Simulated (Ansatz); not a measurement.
The starting structures come from a database of crystals and need not be the phases stable at ambient conditions.

 Where the default PAW files enter, the runs use the earlier of Ansatz's two default sets.

Given:

```
CELL_PARAMETERS angstrom
      4.63327     0.00000     0.00000
     -2.31663     4.01253     0.00000
      0.00000     0.00000     7.60243
ATOMIC_POSITIONS crystal
  Cd 0.33333 0.66667 0.00036
  Cd 0.66667 0.33333 0.50036
  Te 0.33333 0.66667 0.37464
  Te 0.66667 0.33333 0.87464
```

Space group of this cell: P6_3mc, wurtzite. The cell is taken as given.

The numbers are results of r2SCAN (plane waves, PAW; Ansatz, a program for electronic structure), not measurements.

The current runs along the normal of the first two printed vectors; no spin-orbit coupling. Scaled by the factor s: all lengths (ions clamped). Meshes 12×12×4 and 12×12 across the current in all rows.

```json
[
 {"s": "0.98", "mean pressure (GPa)": "2.7", "band gap (eV)": "1.41"},
 {"s": "1.00", "mean pressure (GPa)": "0.0", "band gap (eV)": "1.20"},
 {"s": "1.02", "mean pressure (GPa)": "-2.1", "band gap (eV)": "?"}
]
```

### Question
Take the slope of the band gap against ln s from the two given rows, extrapolate to s = 1.02, and say what the run there gives.

### Answer
Slope = (1.41 − 1.20) / ln 0.98 = -10.4 eV. The line gives 1.20 + (-10.4) × ln 1.02 = 0.99 eV. The run gives 1.00 eV, 0.01 eV over the line, 3 % of the predicted step.
